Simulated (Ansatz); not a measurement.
**SnO in the litharge type structure (space group P4/nmm, No. 129; layered, stacked along the Cartesian z axis)**

```
CELL_PARAMETERS angstrom
      3.79274     0.00000     0.00000
      0.00000     3.79274     0.00000
      0.00000     0.00000     4.76440
ATOMIC_POSITIONS crystal
  Sn 0.50000 0.00000 0.24062
  Sn 0.00000 0.50000 0.75938
  O  0.00000 0.00000 0.00000
  O  0.50000 0.50000 0.00000
```

Method: r2SCAN+rVV10 (Ansatz, a program for electronic structure, PAW, spin-orbit coupling left out), earlier PAW set. Γ-centred 9×9×7 mesh, Fermi–Dirac width 0.05 eV.

```json
{
  "volume_per_atom": "17.13 Å³",
  "density": "6.53 g/cm³",
  "band_gap": "zero",
  "total_energy": "-3302.617 eV/atom (σ→0; compares only within this code and set-up)"
}
```

No phonon test of stability was made. The final runs are not spin-polarised. A zero or small gap of SnO can be the functional's error rather than a property of the material.
